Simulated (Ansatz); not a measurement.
The parent structure is ScF3 in the ReO3 type structure (space group Pm-3m, No. 221; a = 4.020 Å). Axes: x, y, z lie along the cube axes.

Levels (all Ansatz, an electronic-structure program, PAW): PBEsol (420 eV, no SOC); HSE06 (420 eV, no spin-orbit coupling).

Its gap is 6.26 eV with PBEsol and 8.84 eV with HSE06.

The change: the cell is stretched by 5.93 % along y with no lateral relaxation; the atoms relax in the strained cell.

With PBEsol the gap becomes 5.77 eV.

Problem. If the HSE06 correction stayed the same, what would the HSE06 gap be, and what does the HSE06 run give?

Solution. A rigid correction of +2.58 eV gives 8.35 eV. The HSE06 run gives 8.31 eV, so the correction itself changes by -0.04 eV.

Single points use the geometry relaxed with PBEsol. HSE06 was sampled on its mesh, a few special points and the semilocal edge points, so its gap is an upper bound. Whether these cells are dynamically stable was not tested. The base started in R32 and relaxed to Pm-3m at this level. The final runs are not spin-polarised.
